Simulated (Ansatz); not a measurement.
The reference is AlN in the zinc blende structure (space group F-43m, No. 216; a = 4.378 Å).

Levels (all Ansatz, an electronic-structure program, PAW): PBEsol (420 eV, scalar-relativistic without spin-orbit coupling); PBEsol+SOC (420 eV, noncollinear with spin-orbit coupling).

The geometry is relaxed with PBEsol.

| Quantity | Result |
|---|---|
| PBEsol band gap | 3.19 eV |
| PBEsol smallest direct gap | 4.06 eV |
| PBEsol gap character | indirect, Γ → X |

Question: What does PBEsol+SOC give at this geometry for the band gap, smallest direct gap, hole mass and gap character?

Answer: The band gap stays 3.19 eV; the smallest direct gap is nearly the same (4.06 eV against 4.05 eV); the hole mass (degenerate bands, along [100]) is 0.42, 1.4 mₑ (at Γ); the gap character is still indirect, Γ → X.

Single points use the geometry relaxed with PBEsol. Differences between runs with and without spin-orbit coupling are approximate. Masses are band curvatures over ±0.01 Å⁻¹ around the edge. Stability against distortions was not tested. This is not the structure that AlN has at room temperature and ambient pressure.
